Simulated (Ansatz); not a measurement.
Cubic perovskite CsPbCl3 (cubic high-temperature phase), treated with HSE06 (Ansatz, a first-principles code, plane waves, PAW).

Numerical settings: plane-wave cutoff 460 eV, 4×4×4 k mesh, Fermi–Dirac smearing 0.01 eV, scalar-relativistic PAW data made under PBE.

Pressure at four volumes; x = ln(V/37.078 Å³). One pressure is withheld.

| V (Å³/atom) | x | P (GPa) |
|---|---|---|
| 35.306 | -0.0490 | ? |
| 36.235 | -0.0230 | 0.621 |
| 37.078 | 0.0000 | 0.051 |
| 39.023 | 0.0511 | -1.013 |

Task: Pass a parabola P(x) through the three rows shown, estimate the bulk modulus and its pressure derivative near zero pressure, and predict the withheld pressure.

Result: Slopes between the rows: (0.051 − (0.621))/(0.0000 − (-0.0230)) = -24.78 and (-1.013 − (0.051))/(0.0511 − (0.0000)) = -20.82 GPa. Their difference over the span 0.0741 is c = 3.96/0.0741 = 53.4 GPa, so P(x) = 0.621 + (-24.78)(x − (-0.0230)) + 53.4 (x − (-0.0230))(x − (0.0000)). At the middle row B = −dP/dx = −[-24.78 + 53.4 × 0.0230] = 23.6 GPa, and B′ = dB/dP = 2c/B = 4.5. At x = -0.0490 the parabola gives 1.333 GPa; the run gives 1.340 GPa. The Birch–Murnaghan fit to the energies at all volumes has B0 = 23.2 GPa and B′ = 4.7.

Note: the relaxation could not lower the start's symmetry, so the cell can be a saddle point above a distorted one.

Spin–orbit coupling is not included; it can shift volumes and moduli of such heavy elements.
